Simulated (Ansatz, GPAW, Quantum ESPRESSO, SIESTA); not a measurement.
One structure in several programs: NiO (Fm-3m, 4 atoms in the cell)

Self-consistent single point.

```xyz
4
Lattice="4.2816 2.1408 2.1408 2.1408 4.2816 2.1408 2.1408 2.1408 4.2816" Properties=species:S:1:pos:R:3 pbc="T T T"
Ni     0.0000     0.0000     0.0000
Ni     4.2816     4.2816     4.2816
O      2.1408     2.1408     2.1408
O      6.4224     6.4224     6.4224
```
Moments meant for the start (each program seeds them in its own way; μB, in the order of the atoms Ni Ni O O): 2.0 -2.0 0.0 0.0.

Shared settings, as Ansatz (a program for electronic structure) writes them: kpoints.mp_grid.grid = 2 2 2; scf.occupations.method = fermi_dirac; scf.occupations.width = 0.05 eV. Potentials and cutoffs stand in the table.

```
code                                                                                                                                model  pressure (GPa)  gap on the mesh (eV)       cutoff
----------------  -----------------------------------------------------------------------------------------------------------------------  --------------  --------------------  -----------
Ansatz                                                                                                                     PBE, PAW files          -11.59                     –      default
SIESTA            GGA PBE, numerical atomic orbitals DZP, PseudoDojo PBE standard norm-conserving potentials (rewritten from UPF to PSML)          -12.58                 1.377  grid 400 Ry
Quantum ESPRESSO                                                                                PBE, PSlibrary PAW (PBE) pseudopotentials          -11.08                 1.492        55 Ry
GPAW                                                                                         PBE, GPAW PAW datasets PBE (gpaw-data 1.0.1)               –                 1.501       950 eV
```

A dash marks a value that a program does not give, or that is left out as unsure.

No gap is tabulated for Ansatz: it is not read from that output, or partly filled or unconverged empty levels leave it unsure.

Gaps are read on the mesh. Another mesh or the band path gives a smaller gap, so these values are not converged in the mesh.

On Ansatz's run: the magnetic order is the one reached from the typed start; others were not searched systematically.

The spread over the programs that give each value: pressure within 1.50 GPa; gap on the mesh within 0.124 eV.

SIESTA uses small atom-centred bases, whose incompleteness enters pressures, forces and empty levels differently from a plane-wave cutoff. Ansatz's pressure is given at a fixed set of plane waves, as the other plane-wave codes print theirs; with its correction for the finite basis it is -11.16 GPa (the shift of 0.43 GPa shows how far the cutoff is from converged). The pressure of GPAW is left out: its cutoff lies under the one at which its stress was checked. In the pressure, SIESTA (by 1.25) lies more than 1 GPa from the median of the plane-wave programs.

On the base mesh (7 7 7) the same programs gave: Ansatz pressure -10.93 GPa; Quantum ESPRESSO pressure -10.47 GPa, gap on the mesh 1.041 eV; GPAW gap on the mesh 1.037 eV; SIESTA pressure -11.77 GPa, gap on the mesh 0.964 eV.

The values differ from the base mesh's, so the mesh still matters here: the table compares the programs at equal settings.

The starting cell has typed, rounded lattice constants, without a prior relaxation at this level. Its lattice was rescaled by a random factor within 2.5 % of one.

Left out of this page: ABINIT (with a known weakness of the program); Elk (not drawn, or without a comparable value).

Keys are those of Ansatz 0.2.
